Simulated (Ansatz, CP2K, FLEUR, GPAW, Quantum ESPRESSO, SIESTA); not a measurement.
# SiTe2 (P-3m1, 3 atoms in the cell) computed with different codes at matched settings

Self-consistent single point.

```
SiTe2
1.0
    3.79211     0.00000     0.00000
   -1.89605     3.28406     0.00000
    0.00000     0.00000     7.06352
Si Te
1 2
Direct
  0.00000   0.00000   0.00000
  0.33333   0.66667   0.77341
  0.66667   0.33333   0.22659
```

Shared settings, as Ansatz (an electronic-structure program) writes them: kpoints.mp_grid.grid = 8 8 4; scf.occupations.method = gaussian; scf.occupations.width = 0.272 eV. Potentials and cutoffs stand in the table.

| code | model | pressure (GPa) | largest force (eV/Å) | cutoff |
|---|---|---|---|---|
| FLEUR | LDA (Perdew-Zunger), all-electron FLAPW (FLEUR), scalar-relativistic valence | – | 0.063 | Kmax 4.3 1/bohr |
| SIESTA | LDA PW92, numerical atomic orbitals DZP, PseudoDojo LDA standard norm-conserving potentials (rewritten from UPF to PSML) | -2.09 | 0.376 | grid 400 Ry |
| Quantum ESPRESSO | LDA (PZ), GBRV 1.5 ultrasoft (LDA) pseudopotentials | -2.00 | 0.086 | 40 Ry |
| CP2K | LDA (Pade form), GPW, DZVP-MOLOPT-SR-GTH basis, GTH-PADE potentials (GTH_POTENTIALS) | -1.46 | 0.113 | grid 400 Ry |
| GPAW | LDA (Perdew-Wang 92), GPAW PAW datasets LDA (gpaw-data 1.0.1) | -2.40 | 0.022 | 550 eV |
| Ansatz | LDA (PW92), PAW files made with PBE | -2.21 | 0.044 | default |

A dash marks a value that a program does not give, or that is left out as unsure.

No clean gap comes from SIESTA, Quantum ESPRESSO, CP2K, GPAW and Ansatz: levels at the Fermi energy touch, overlap or are partly filled at this smearing.

On Ansatz's run: spin-orbit coupling is off.

The spread over the programs that give each value: pressure within 0.94 GPa; largest force within 0.354 eV/Å.

SIESTA and CP2K use small atom-centred bases, whose incompleteness enters pressures, forces and empty levels differently from a plane-wave cutoff. FLEUR treats all electrons, but the usual bases taken here (sphere radii, linearisation, local orbitals, empty states) were not tested for convergence, so the values are no reference for the others. Ansatz's pressure is given at a fixed set of plane waves, as the other plane-wave codes print theirs; with its correction for the finite basis it is -2.18 GPa. The same LDA comes in different parametrisations, which differ slightly. In the force vectors, SIESTA (by 0.331) lies more than 0.08 eV/Å from the median of the plane-wave programs.

The starting cell comes from a database of computed structures (which also holds hypothetical and non-ambient phases and stackings), without a prior relaxation at this level. Its lattice was rescaled by a random factor within 2.5 % of one.

Left out of this page: Elk (not drawn, or without a comparable value).

Keys are those of Ansatz 0.2.
